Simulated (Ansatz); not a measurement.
Reference: CsTaGeS5 (P-1), PBEsol, rigid bands (plane waves, PAW, scalar-relativistic; Ansatz, a quantum-chemistry and plane-wave program); geometry: cell and atoms relaxed with PBEsol.

```cif
data_Cs2Ge2S10Ta2
_chemical_formula_sum 'Cs2 Ta2 Ge2 S10'
_space_group_name_H-M_alt 'P-1'
_space_group_IT_number 2
_space_group_name_Hall '-P 1'
_cell_length_a 6.94220
_cell_length_b 7.29873
_cell_length_c 9.38316
_cell_angle_alpha 67.911
_cell_angle_beta 76.885
_cell_angle_gamma 73.061
loop_
_atom_site_label
_atom_site_type_symbol
_atom_site_symmetry_multiplicity
_atom_site_Wyckoff_symbol
_atom_site_fract_x
_atom_site_fract_y
_atom_site_fract_z
_atom_site_occupancy
Cs1 Cs 2 i 0.60569 0.36278 0.30651 1
Ta1 Ta 2 i 0.24223 0.01965 0.00400 1
Ge1 Ge 2 i 0.02208 0.29754 0.62852 1
S1 S 2 i 0.07617 0.75104 0.01946 1
S2 S 2 i 0.42697 0.22103 0.03724 1
S3 S 2 i 0.31564 0.12854 0.71431 1
S4 S 2 i 0.21527 0.87723 0.29011 1
S5 S 2 i 0.08044 0.38226 0.36556 1
```

The band gap comes out as 0.78 eV.

Q: Swap Cs for Rb, keeping the structure type. How do these values move?

A: RbTaGeS$_{5}$ (P-1): volume per atom 26.1 to 24.9 Å³; band gap stays about the same (0.78 eV to 0.75 eV).

Moves up to 5 % count as about the same. Spin-orbit coupling is left out.

Computed structure with no diffraction record at hand here (it may be known, metastable or hypothetical): CsTaGeS5 (P-1), RbTaGeS5 (P-1). The missing spin-orbit coupling matters most for CsTaGeS5 (P-1), RbTaGeS5 (P-1).
